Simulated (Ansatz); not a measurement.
Input and output of a self-consistent single point for Be (P6_3/mmc, 4 atoms in the cell) (Ansatz, a first-principles code).

Level of theory: PBE (plane waves, PAW; Ansatz).

The change in words: lattice scaled by 0.98. Reference geometry:
```yaml
crystal:
  lattice:
    - [2.26275, 0.00000, 0.00000]
    - [-1.13138, 1.95960, 0.00000]
    - [0.00000, 0.00000, 7.28041]
  atoms:
    - { symbol: Be, position: [0.00000, 0.00000, 0.00000] }
    - { symbol: Be, position: [0.00000, 0.00000, 0.50000] }
    - { symbol: Be, position: [0.33333, 0.66667, 0.25000] }
    - { symbol: Be, position: [0.66667, 0.33333, 0.75000] }
```

Reference input (self-consistent single point, DFT, PBE, plane waves, default PAW files): basis.ecutwfc = 420 eV; kpoints.mp_grid.grid = 22 22 6; hamiltonian.xc = pbe; hamiltonian.pseudopotentials = {kind: paw} (the program's default PAW files); scf.occupations.method = gaussian; scf.occupations.width = 0.2 eV. This run's input differs from it in these lines:

```diff
@@ -3,5 +3,5 @@
   lattice:
-    - [2.26275100, 0.00000000, 0.00000000]
-    - [-1.13137500, 1.95959900, 0.00000000]
-    - [0.00000000, 0.00000000, 7.28041500]
+    - [2.21749600, 0.00000000, 0.00000000]
+    - [-1.10874800, 1.92040700, 0.00000000]
+    - [0.00000000, 0.00000000, 7.13480700]
   atoms:
```

Output (repeated stretches shortened):

```
SCF iter   1: F=—  HF=-370.912712 eV  |F-HF|=—  |Δ(HF+E_count)|=         —  Δρ=1.36e-3  dr2=5.52e-4  ethr=1.77e-3  ⟨swp⟩=5.2  Hψ=12015  notcnv=0
all-band conjugate gradients solve this SCF's bands
preconditioner: auto → none
SCF iter   2: F=—  HF=-370.912682 eV  |F-HF|=—  |Δ(HF+E_count)|=   3.00e-5  Δρ=8.03e-4  dr2=1.91e-4  ethr=6.89e-6  ⟨swp⟩=1.1  Hψ=3379  notcnv=0
SCF iter   3: F=—  HF=-370.912609 eV  |F-HF|=—  |Δ(HF+E_count)|=   7.28e-5  Δρ=3.82e-5  dr2=2.68e-7  ethr=2.38e-6  ⟨swp⟩=2.1  Hψ=2294  notcnv=0
SCF iter   4: F=—  HF=-370.912709 eV  |F-HF|=—  |Δ(HF+E_count)|=   1.00e-4  Δρ=5.18e-6  dr2=1.30e-8  ethr=1.25e-9  ⟨swp⟩=2.1  Hψ=5958  notcnv=0
iter 5 did not close the SCF: its close was put off for the readings that it lacked (scf_convergence_deferred on its scf_iter line)
SCF iter   5: F=-370.912709 eV  HF=-370.912709 eV  |F-HF|=4.98e-10  |Δ(HF+E_count)|=   3.21e-9  Δρ=1.44e-6  dr2=8.47e-10  ethr=1.63e-10  ⟨swp⟩=2.0  Hψ=2291  notcnv=0
SCF iter   6: F=-370.912709 eV  HF=-370.912709 eV  |F-HF|=5.00e-12  |Δ(HF+E_count)|=  2.20e-10  Δρ=2.67e-7  dr2=9.55e-12  ethr=1.06e-11  ⟨swp⟩=1.1  Hψ=4807  notcnv=0
SCF 1 converged in 6 iterations: F = -370.912709 eV  dr2 = 9.55e-12
Free energy (F): -370.912709 eV
Internal energy: -370.908055 eV  (E = F + TS)
E sigma→0 (E₀):  -370.910382 eV
Entropy (-TS):   -0.004654 eV (-1.163 meV/atom)
Fermi energy:    8.713194 eV
--- Forces (eV/Å), atoms counted from 1 ---
  atom   1  Be    -0.00000000    -0.00000000    -0.00000000
   [... zero for the other atoms too ...]
--- Stress (GPa, compression-positive) ---
        5.933182       0.000000       0.000000
        0.000000       5.933182       0.000000
        0.000000       0.000000       3.250954
  P = ⅓ Tr σ = 5.0391 GPa (50.391 kbar)
  The stress holds the Pulay correction. Without it, at fixed plane waves, as pw.x and ABINIT print it: P = 4.9908 GPa
```

The run converged in 6 iterations. Against the reference run the free energy goes up by 3.1 meV/atom and the pressure goes from -2.61 to 5.04 GPa.

The starting cell was generated: these elements placed on a structure prototype, without a prior relaxation; it need not be a known phase or ordering of this composition. Its lattice was rescaled by a random factor within 2.5 % of one. For this run, on top of that: lattice scaled by 0.98. With a pressure of about 5 GPa the cell is away from its equilibrium volume at this level. Ansatz's pressure includes its estimate of the finite-basis (Pulay) stress.

Keys are those of Ansatz 0.2.
